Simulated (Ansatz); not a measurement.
Structures of equal composition on the (0001) surface of hcp Ti: a layer of Ge in place of the second plane; a layer of Ge in place of the third plane. The slabs share one bottom face, and each structure is named by its start. These are constructed structures in small cells; real faces may alloy, dewet or reconstruct in larger ones, and not all known structures of the face are among them. Slabs of about 12 Å with all that they carry, Fermi-Dirac smearing of 0.1 eV. Bottom of the slabs: a bare face, its two planes held. Relaxed from the named starts with such symmetry as they have, on meshes of like density; energies extrapolated to zero smearing; no spin-orbit coupling, no U. Spin-polarised runs, if any, are marked in brackets, and their order is one that fits the cell; the others ran without spin.

Level of theory: PBE (plane waves to 420 eV, PAW; Ansatz, a quantum-chemistry and plane-wave program).

### Question
Put the candidates in order of energy per 1x1 cell, lowest first, for PBE.

### Answer
a layer of Ge in place of the third plane (0.000 eV), a layer of Ge in place of the second plane (0.187 eV)
